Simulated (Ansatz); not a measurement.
Start from TiAl (space group P4/mmm, No. 123; a = 2.813 Å, c = 4.062 Å; relaxed with 0.1 eV smearing). Axes: x, y, z lie along a, b, c of the conventional cell.

Structures relaxed with Ansatz (a quantum-chemistry and plane-wave program), r2SCAN, PAW, cutoff 500 eV, no spin-orbit coupling.

Base:

Simulated powder pattern, Cu Kα1, λ = 1.54056 Å (kinematic, ideal powder, no thermal factors, no anomalous dispersion; the 8 strongest lines at most, above 2 %, up to 2θ = 90°):

| 2θ (°) | I/Imax (%) | hkl |
|---|---|---|
| 38.92 | 100 | (101) |
| 44.58 | 17 | (002) |
| 45.57 | 31 | (110) |
| 65.65 | 19 | (112) |
| 66.42 | 9.1 | (200) |
| 78.31 | 11 | (103) |
| 79.74 | 21 | (211) |
| 83.55 | 9.2 | (202) |

After one change:

Simulated powder pattern, Cu Kα1, λ = 1.54056 Å (kinematic, ideal powder, no thermal factors, no anomalous dispersion; the 8 strongest lines at most, above 2 %, up to 2θ = 90°):

```csv
2θ (°),I/Imax (%)
39.12,100
45.30,16
45.57,31
66.21,19
66.42,9.3
79.47,11
79.87,21
84.06,9.2
```

Problem. Which change produced these results?
A. uniaxial strain ε_zz = −3.00 %
B. uniaxial strain ε_zz = −1.00 %
C. uniaxial strain ε_zz = −1.50 %
D. uniaxial strain ε_zz = −2.50 %

Solution. C, uniaxial strain ε_zz = −1.50 %. Its volume per atom is 15.83 Å³ against 16.07 Å³, and its space group is P4/mmm (No. 123).

No phonon test of stability was made. The final runs are not spin-polarised.
